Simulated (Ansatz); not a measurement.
Start from WSi2 (space group I4/mmm, No. 139; a = 3.185 Å, c = 7.773 Å; relaxed with 0.1 eV smearing). Axes: x, y, z lie along a, b, c of the conventional cell.

Structures relaxed with Ansatz (an electronic-structure program) LDA, spin-orbit coupling left out.

Base:

Simulated powder pattern, Co Kα, λ = 1.79026 Å (kinematic, ideal powder, no thermal factors, no anomalous dispersion; the 14 strongest lines at most, above 2 %, up to 2θ = 90°):

```json
[
 {"2θ (°)": "26.63", "I/Imax (%)": "50", "hkl": "(002)"},
 {"2θ (°)": "35.36", "I/Imax (%)": "100", "hkl": "(101)"},
 {"2θ (°)": "46.83", "I/Imax (%)": "57", "hkl": "(110)"},
 {"2θ (°)": "52.89", "I/Imax (%)": "81", "hkl": "(103)"},
 {"2θ (°)": "54.69", "I/Imax (%)": "32", "hkl": "(112)"},
 {"2θ (°)": "54.86", "I/Imax (%)": "7.7", "hkl": "(004)"},
 {"2θ (°)": "68.39", "I/Imax (%)": "20", "hkl": "(200)"},
 {"2θ (°)": "74.80", "I/Imax (%)": "13", "hkl": "(202)"},
 {"2θ (°)": "74.94", "I/Imax (%)": "13", "hkl": "(114)"},
 {"2θ (°)": "79.41", "I/Imax (%)": "23", "hkl": "(211)"},
 {"2θ (°)": "79.69", "I/Imax (%)": "12", "hkl": "(105)"},
 {"2θ (°)": "87.41", "I/Imax (%)": "5.5", "hkl": "(006)"}
]
```

After one change:

Simulated powder pattern, Co Kα, λ = 1.79026 Å (kinematic, ideal powder, no thermal factors, no anomalous dispersion; the 14 strongest lines at most, above 2 %, up to 2θ = 90°):

| 2θ (°) | I/Imax (%) |
|---|---|
| 26.63 | 84 |
| 34.45 | 89 |
| 35.36 | 83 |
| 46.12 | 100 |
| 52.24 | 70 |
| 52.89 | 68 |
| 54.05 | 55 |
| 54.86 | 13 |
| 66.14 | 18 |
| 68.39 | 16 |
| 74.41 | 22 |
| 77.29 | 20 |
| 78.88 | 19 |
| 89.55 | 35 |

Q: Which change produced these results?
A) uniaxial strain ε_xx = +3.00 %
B) uniaxial strain ε_xx = −1.00 %
C) uniaxial strain ε_xx = +1.00 %
D) uniaxial strain ε_xx = +2.50 %

A: A, uniaxial strain ε_xx = +3.00 %. Its volume per atom is 13.54 Å³ against 13.14 Å³, and its space group is Immm (No. 71).

Stability against distortions was not tested. All final runs are without spin polarisation.
